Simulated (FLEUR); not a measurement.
Band structure of CdHg3 (Fm-3m, 4 atoms in the cell).

```
CdHg3
1.0
    0.00000     3.67287     3.67287
    3.67287     0.00000     3.67287
    3.67287     3.67287     0.00000
Cd Hg
1 3
Cartesian
  0.00000   0.00000   0.00000
  1.83644   1.83644   1.83644
  5.50931   5.50931   5.50931
  3.67287   3.67287   3.67287
```

Method of the run: PBEsol, all-electron FLAPW (FLEUR), scalar-relativistic valence run with FLEUR.

Settings: Kmax = 3.8 1/bohr; GmaxXC = 11.4 1/bohr; xcFunctional = PBEs; jspins = 1; l_soc = F; mode = hist; fermiSmearingEnergy = 0.00367493 Htr; mesh (inpgen div1-3) = 5 5 5; inpgen gamma flag = false; Gmax = 11.4 1/bohr; numbands = 48; maxIterBroyd = 40; imix = Anderson; alpha = 0.05.

The starting cell comes from a database of computed structures (which also holds hypothetical and non-ambient phases and stackings), without a prior relaxation at this level. Spin-orbit coupling is off. Values depend on the basis (sphere radii, cutoffs, local orbitals), which need not be converged.

These are the values that this program gave, and no reference: the default basis lacks the next d shell.

Levels in eV from the Fermi level, bands 33 to 40:
```csv
point,33,34,35,36,37,38,39,40
Γ,-5.96,-0.82,-0.03,3.07,3.07,3.07,3.33,3.33
X,-4.76,-4.58,-1.64,-1.24,-1.24,-0.66,7.48,7.88
W,-3.97,-3.97,-3.97,-3.19,2.75,2.75,2.86,3.37
K,-4.37,-4.35,-3.92,-0.94,-0.61,2.56,4.81,5.20
L,-5.32,-5.11,-0.40,0.20,1.97,1.97,2.13,2.13
U,-4.37,-4.35,-3.92,-0.94,-0.61,2.56,4.81,5.20
```
